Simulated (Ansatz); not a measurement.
**Effect of pressure 22.5 GPa on hypothetical rutile SnSe2**

Take SnSe2 in the rutile structure (space group P4_2/mnm, No. 136; a = 6.5635 Å, c = 4.0254 Å; a hypothetical phase, not in the database extracts checked) as the base.

One thing is altered: cell and atoms relaxed at a pressure of 22.5 GPa.

Calculations: Ansatz (a quantum-chemistry and plane-wave program) PBE, spin-orbit coupling left out, earlier PAW set. Γ-centred 7×7×12 mesh, Fermi–Dirac width 0.05 eV.

```csv
quantity,base,changed,shift
volume per atom,28.90 Å³,22.26 Å³,-6.64 Å³
density,5.30 g/cm³,6.88 g/cm³,+1.58 g/cm³
lattice parameter a,6.564 Å,5.852 Å,-0.712 Å
c/a ratio,0.613,0.667,+0.0532
shortest interatomic distance,2.696 Å,2.504 Å,-0.192 Å
enthalpy H = E + PV relative to the base's energy,–,+3.48 eV/atom,–
band gap,zero,zero,–
```

Final structure:

```
CELL_PARAMETERS angstrom
      5.85156     0.00000     0.00000
      0.00000     5.85156     0.00000
      0.00000     0.00000     3.90023
ATOMIC_POSITIONS crystal
  Sn 0.00000 0.00000 0.00000
  Sn 0.50000 0.50000 0.50000
  Se 0.30254 0.30254 0.00000
  Se 0.80254 0.19746 0.50000
  Se 0.19746 0.80254 0.50000
  Se 0.69746 0.69746 0.00000
```

Load acts through the strain it causes; cell and atoms are relaxed under it. No phonon test of stability was made. No other phases were tried under pressure. The final runs are not spin-polarised. The zero or small gap of SnSe2 can change with the level of theory.
